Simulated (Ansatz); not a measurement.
## GaN: pressure 9 GPa

Consider GaN in the wurtzite structure (space group P6_3mc, No. 186; a = 3.218 Å, c = 5.243 Å).

Perturbation: cell and atoms relaxed at a pressure of 9 GPa.

Computed with DFT with PBE, PAW potentials and a 420 eV plane-wave cutoff in Ansatz (a first-principles code), without spin-orbit coupling. Γ-centred 12×12×6 mesh, Fermi–Dirac width 0.05 eV.

| quantity | base | changed | shift |
|---|---|---|---|
| volume per atom | 11.76 Å³ | 11.22 Å³ | -0.54 Å³ |
| density | 5.91 g/cm³ | 6.20 g/cm³ | +0.285 g/cm³ |
| lattice parameter a | 3.218 Å | 3.168 Å | -0.050 Å |
| c/a ratio | 1.629 | 1.629 | 0.000 |
| shortest interatomic distance | 1.967 Å | 1.937 Å | -0.030 Å |
| enthalpy H = E + PV relative to the base's energy | – | +0.64 eV/atom | – |
| band gap | 1.71 eV | 2.02 eV | +0.31 eV |
| gap character | direct at Γ | direct at Γ | – |
| mean gap deformation potential ΔEg/Δln V | – | -6.6 eV | – |
| width of the top valence band | 2.67 eV | 2.83 eV | +0.16 eV |
| electron mass | 0.14 mₑ along c, 0.16 mₑ across (at Γ) | 0.17 mₑ along c, 0.18 mₑ across (at Γ) | – |
| valence-band top at Γ (three highest levels, from the VBM) | 0.00, 0.00, -0.04 eV | 0.00, 0.00, -0.04 eV | – |

Final structure:

```
CELL_PARAMETERS angstrom
      3.16823     0.00000     0.00000
     -1.58411     2.74377     0.00000
      0.00000     0.00000     5.16181
ATOMIC_POSITIONS crystal
  Ga 0.33333 0.66667 0.00021
  Ga 0.66667 0.33333 0.50021
  N  0.33333 0.66667 0.37679
  N  0.66667 0.33333 0.87679
```

Load acts through the strain it causes; cell and atoms are relaxed under it. Masses are band curvatures over ±0.01 Å⁻¹ around the edge. Whether these cells are dynamically stable was not tested. Tetrahedral semiconductors of this kind turn to denser phases somewhere between about 1 and 50 GPa; those were not computed, so compressed cells here can lie past the real transition.
